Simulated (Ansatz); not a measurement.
# SrZrO3: Sr → Be

Base system: SrZrO$_{3}$ in the cubic perovskite structure (space group Pm-3m, No. 221; a = 4.130 Å).

Now apply this change: Be takes the place of Sr on all its sites, then cell and atoms are relaxed.

Calculations: PBEsol/PAW in Ansatz (an electronic-structure program), spin-orbit coupling left out. Settings: 12×12×12 k-points, 0.05 eV Fermi–Dirac smearing, for the changed cell.

```csv
quantity,base,changed,shift
density,5.35 g/cm³,3.70 g/cm³,-1.65 g/cm³
lattice parameter a,4.130 Å,4.053 Å,-0.077 Å
space group,Pm-3m (No. 221),Pm-3m (No. 221),–
shortest interatomic distance,2.065 Å,2.027 Å,-0.038 Å
band gap,3.31 eV,zero,–
```

Final structure:

```xyz
5
Lattice="4.0531 0.0000 0.0000 0.0000 4.0531 0.0000 0.0000 0.0000 4.0531" Properties=species:S:1:pos:R:3 pbc="T T T"
Be     2.0265     2.0265     2.0265
Zr     0.0000     0.0000     0.0000
O      0.0000     2.0265     0.0000
O      2.0265     0.0000     0.0000
O      0.0000     0.0000     2.0265
```

Cost of the whole job for the changed cell (relaxation, final SCF and bands): roughly 60 core-seconds.

Whether these cells are dynamically stable was not tested. As relaxed here, ZrBeO3 is a hypothetical phase, not in the database extracts checked. The final runs are not spin-polarised. Many cubic perovskites are stable only at high temperature; tilts and polar distortions were not tested. The zero or small gap of ZrBeO3 can change with the level of theory.
